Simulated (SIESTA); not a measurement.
SIESTA 5.4.2, DFT, PBE, numerical atomic orbitals DZP, PseudoDojo PBE standard norm-conserving (rewritten from UPF to PSML): fcc Cu, atoms displaced (Cu8), 8 atoms. Basis and mesh were picked for this test and aren't claimed converged.

```json
{
 "cell": "7.23, 3.62, 3.62 Å; 90, 90, 90°",
 "distance_to_the_nearest_atom": "2.47 to 2.52 Å",
 "task": "scf",
 "k mesh": "3×6×6",
 "PAO.BasisSize": "DZP",
 "PAO.EnergyShift": "0.01 Ry",
 "MeshCutoff": "300 Ry",
 "ElectronicTemperature": "1000 K",
 "MaxSCFIterations": "200",
 "SCF.Mixer.Method": "Pulay",
 "SCF.Mixer.Weight": "0.1",
 "SCF.Mixer.History": "6",
 "SCF.DM.Tolerance": "0.0001",
 "SolutionMethod": "diagon (default)",
 "Diag.Algorithm": "Divide-and-Conquer (default)",
 "SCF.Mix": "Hamiltonian (default)",
 "SCF.H.Tolerance": "0.001 eV (default)",
 "SCF.Mixer.Variant": "stable (default)",
 "k-points": "65",
 "basis_orbitals": "152",
 "electrons": "152",
 "real_space_mesh": "80×40×40"
}
```

It runs on a single node (AMD EPYC (Zen 5), 96 cores on 1 socket, no SMT, 12 L3 cache groups).

Each time is the median wall time of two to five repeats, run one at a time on the otherwise empty machine; start-up is included. Processes are pinned to neighbouring cores unless said otherwise. The times hold for this build (conda-forge: Open MPI, OpenBLAS, ScaLAPACK, ELSI, no OpenMP). Scratch files lie in a memory file system.

Measured:

| cores | layout | wall time |
|---|---|---|
| 1 | 1 rank | 21.6 s |
| 2 | 2 ranks, Diag.ParallelOverK = true | 10.1 s |
| 4 | 4 ranks, Diag.ParallelOverK = true | 5.75 s |
| 8 | 8 ranks, Diag.ParallelOverK = true | 3.61 s |
| 24 | 24 ranks, Diag.ParallelOverK = true | 2.27 s |
| 32 | 32 ranks, Diag.ParallelOverK = true | 2.31 s |
| 48 | 48 ranks, Diag.ParallelOverK = true | 2.37 s |
| 64 | 64 ranks, Diag.ParallelOverK = true | 2.62 s |

Task: Take a serial part s and a parallel part w, T = s + w/p on p cores. What does the fit give for 16 ranks, Diag.ParallelOverK = true and for 96 ranks, Diag.ParallelOverK = true, and what is measured?

Result: A fit of relative deviations gives s = 1.87 s and w = 16.6 core-seconds; it misses the rows shown by at most 23 %.

```csv
cores,layout,fit,measured,measured against fit
16,"16 ranks, Diag.ParallelOverK = true",2.91 s,2.57 s,-12 %
96,"96 ranks, Diag.ParallelOverK = true",2.04 s,3.18 s,+56 %
```

Efficiency, counted from 1 core, is near one half at 16 cores. The shortest time, 2.3 s, comes at 24 cores (32, 48: level within 8 % or the scatter of repeats); at 96 the run, laid out as 96 ranks, Diag.ParallelOverK = true, is slower again (3.2 s). What the program resolved moves too: BlockSize from 6 to 1, ProcessorY from 4 to 8. The share that grows most is that of start and exit outside the program's clock: from 2.4 % of the time on 1 core to 27 % on 96. The largest part on 96 cores, solving for the density matrix (compute_dm), takes 11 s on 1 and 0.94 s there.
